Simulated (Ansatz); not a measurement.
An Ansatz (a first-principles code) input for goldene alone, frozen as in the stack:

Ansatz 0.2 input:
```yaml
crystal:
  lattice:
    - [2.72903284, 0.0, 0.0]
    - [-1.36451642, 2.363411768, 0.0]
    - [0.0, 0.0, 21.35]
  atoms:
    - { symbol: Au, position: [0.0, 0.0, 0.427549498] }
  symmetry: { detect: true }
basis:
  ecutwfc: 500
  ecutrho_ratio: 4
  xc_grid: 4
kpoints:
  mp_grid: { grid: [18, 18, 1] }
hamiltonian:
  xc: r2scan
  dispersion: none
  pseudopotentials: { kind: paw }
scf:
  n_extra_bands: 12
  occupations: { method: fermi_dirac, width: 0.05 }
  convergence: { dr2_threshold: 0.000000001 }
output:
  eigenvalues: true
efield:
  axis: 3
  dipole_correction: true
```

All values below come from r2SCAN (plane waves to 500 eV, PAW; Ansatz). No spin–orbit coupling. Its k-point mesh 18×18×1, Fermi–Dirac width 0.05 eV. A dipole correction is on.

**Question.** Write the closing report of this run, without the band table and long remarks, to eight decimals at most.

**Answer.** 
```
SCF converged after 10 iterations
an eigenvalue changed by more than its tolerance at an iteration that met the thresholds in force, so the SCF went on 2 times, its first undamped step at …
Free energy (F): -13163.133002 eV
Harris-Foulkes:  -13163.133002 eV  (|F-HF|=5.82e-11)
Internal energy: -13163.128410 eV  (E = F + TS)
E sigma→0 (E₀):  -13163.130706 eV
Entropy (-TS):   -0.004592 eV (-4.592 meV/atom)
Fermi energy:    -2.622507 eV
Dipole field:    D = -0.000005 V/Å  (p = -0.000004 e·Å, saw-weighted, corrected)
Work function:   Φ+ = 5.7361 eV   Φ− = 5.7359 eV
Levels:          The Fermi level and band energies are counted from a zero that moves with the ramp; work functions are not
--- Per-component energies (eV) ---
  E_band       = -642.418391
  E_kinetic    = 605.116925
  E_local      = -17120.806871  (includes V_loc(G=0)·N_el)
  E_nonlocal   = 75.231974
  E_hartree    = 8229.286303
  E_xc         = -217.441261
  E_vxc        = -306.476302  (∫ρ·V_xc dr)
  E_paw        = -9731.106390  (= ΣΔE_a)
  E_vpaw       = -375.458906  (= ΣTr[D̂ρ^β])
  E_aug_tail   = 0.000746  (compensation charges beyond the density's cutoff)
  E_vtau       = 21.401419  (kinetic-family band-sum trace: ∫τ·v_τ [+ j·A + Jᵃ·Aᵃ] dr)
  E_efield     = 0.000000  (sawtooth field / dipole correction)
  E_vefield    = 0.000000  (∫n·V_field dr)
  E_ewald      = 4996.766487
  E_core_change = -0.176324  (= ΣΔE_core)
  E_smearing   = -0.004592  (= −TS)
  E_closure    = 0.000000  (closes the sum)
  Σ components = -13163.133002   (vs F -13163.133002, Δ=0.00e0)
```

Cost: roughly 20 core-seconds.
